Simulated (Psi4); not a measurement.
Psi4 1.11, R2SCAN/def2-svpd: Ta(NMe)(Cl)2(NH2) (C[N]=[Ta]([NH2])([Cl])[Cl]), 11 atoms. The geometry is a generated start, not checked to be a minimum at this level.

```json
{
 "task": "gradient",
 "method": "r2scan",
 "basis": "def2-svpd",
 "memory": "7 GB",
 "scf_type": "df (default)",
 "guess": "auto, which took SAD (default)",
 "diis_max_vecs": "10 (default)",
 "scf_initial_accelerator": "adiis (default)",
 "e_convergence": "1e-08 (default)",
 "d_convergence": "1e-08 (default)",
 "effective_core_potentials": "those of the basis set, past Kr",
 "basis functions (reference run)": "189",
 "grid points (reference run)": "2003510"
}
```

```xyz
11

Ta     0.2394     0.9494     0.6955
N      0.1636    -0.1510    -0.7094
C      0.1769    -0.9146    -1.8889
H      1.2003    -1.2176    -2.1402
H     -0.4293    -1.8173    -1.7609
H     -0.2352    -0.3379    -2.7256
Cl     2.3411     1.4775     1.2487
Cl    -0.6440     2.9618     0.2623
N     -0.7390    -0.1155     2.0526
H     -1.1644    -1.0321     1.9600
H     -0.9094     0.1973     3.0060
```
Charge 0, spin multiplicity 1.

Differences are taken against the run with dft_radial_points = 200, dft_spherical_points = 974, dft_pruning_scheme = none (default); no run here is proven converged. Each setting ran once; only counts and results are compared.

Settings tried, all else as in the reference:
- dft_radial_points = 99, dft_spherical_points = 590, dft_pruning_scheme = treutler
- dft_radial_points = 150, dft_spherical_points = 770
- dft_radial_points = 75 (default), dft_spherical_points = 302 (default), dft_pruning_scheme = treutler
- dft_radial_points = 75 (default), dft_spherical_points = 302 (default)
- dft_radial_points = 99, dft_spherical_points = 590
- dft_radial_points = 75 (default), dft_spherical_points = 434
- dft_radial_points = 75 (default), dft_spherical_points = 302 (default), dft_pruning_scheme = robust
- dft_radial_points = 35, dft_spherical_points = 110
- dft_radial_points = 50, dft_spherical_points = 194
- dft_radial_points = 25, dft_spherical_points = 50

Which of these stay within 1.0 meV/atom in energy, 10 meV/Å in forces (largest component) of the reference run?

Within it: dft_radial_points = 150, dft_spherical_points = 770. At the edge (between 0.75 and 1.33 times the tolerance): dft_radial_points = 75 (default), dft_spherical_points = 434. Outside: dft_radial_points = 99, dft_spherical_points = 590; dft_radial_points = 99, dft_spherical_points = 590, dft_pruning_scheme = treutler; dft_radial_points = 75 (default), dft_spherical_points = 302 (default); dft_radial_points = 75 (default), dft_spherical_points = 302 (default), dft_pruning_scheme = robust; dft_radial_points = 75 (default), dft_spherical_points = 302 (default), dft_pruning_scheme = treutler; dft_radial_points = 50, dft_spherical_points = 194; dft_radial_points = 35, dft_spherical_points = 110; dft_radial_points = 25, dft_spherical_points = 50.

```
setting                                                                                                grid points  energy against the reference  difference in forces (largest component)
-----------------------------------------------------------------------------------------------------  -----------  ----------------------------  ----------------------------------------
the reference                                                                                              2003510                             —                                         —
dft_radial_points = 150, dft_spherical_points = 770                                                        1195251              −0.0039 meV/atom                                 1.6 meV/Å
dft_radial_points = 75 (default), dft_spherical_points = 434                                                339542               −0.070 meV/atom                                  10 meV/Å
dft_radial_points = 99, dft_spherical_points = 590                                                          606638                +0.77 meV/atom                                  18 meV/Å
dft_radial_points = 99, dft_spherical_points = 590, dft_pruning_scheme = treutler                           342726                +0.87 meV/atom                                  18 meV/Å
dft_radial_points = 75 (default), dft_spherical_points = 302 (default)                                      236395               −0.089 meV/atom                                  20 meV/Å
dft_radial_points = 75 (default), dft_spherical_points = 302 (default), dft_pruning_scheme = robust         169085               −0.089 meV/atom                                  20 meV/Å
dft_radial_points = 75 (default), dft_spherical_points = 302 (default), dft_pruning_scheme = treutler       140045              +0.0019 meV/atom                                  21 meV/Å
dft_radial_points = 50, dft_spherical_points = 194                                                          102822                 −9.9 meV/atom                                 200 meV/Å
dft_radial_points = 35, dft_spherical_points = 110                                                           40898                  −33 meV/atom                                 150 meV/Å
dft_radial_points = 25, dft_spherical_points = 50                                                            13350                  +52 meV/atom                                 890 meV/Å
```

Total energies are compared; such shifts often cancel in part in energy differences. The gradients leave out the derivatives of the grid weights. No test of the SCF solution's stability was run. Also tried and not ranked: dft_radial_points = 99, dft_spherical_points = 590, dft_pruning_scheme = robust (same energy as a listed run). The tolerance is a choice made for this comparison.
